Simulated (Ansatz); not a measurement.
Consider interstitial As in silicon strained by +1.5 % along x and y, z held, charge state -1. Computed with PBE, PAW (plane waves to 420 eV; Ansatz, an electronic-structure program).

Cell of 64 host sites held at the strained lattice (strain from the relaxed PBE one, atoms relaxed); a 2×2×2 k-point mesh shifted by half a step; Fermi-Dirac width 0.01 eV, spin-restricted; finite-size errors left in. Energies are static. The charge state is imposed; whether it is stable for some Fermi level was not computed. Sites that were not tried may lie lower.

Barriers: single points on a 3×3×3 k-point mesh shifted by half a step at the bands' geometries.

The step: a direct jump of one As atom; the atom moves 1.35 Å along (-0.17, 0.17, 0.00) of the unit cell; the moving atom starts with neighbours Si at 2.29, Si at 2.30, Si at 2.63, Si at 2.64, Si at 2.91, Si at 2.92 Å and ends with Si at 2.29, Si at 2.30, Si at 2.63, Si at 2.64, Si at 2.91, Si at 2.92 Å.

Give the migration barrier of this step at the level PBE, PAW.

0.10 eV, the same both ways. At the saddle the moving atom has neighbours Si at 2.27, Si at 2.32, Si at 2.68, 2 Si at 2.86 Å. The saddle point's order was not checked, and it lies on a symmetry element of the cell, where a band can be held.
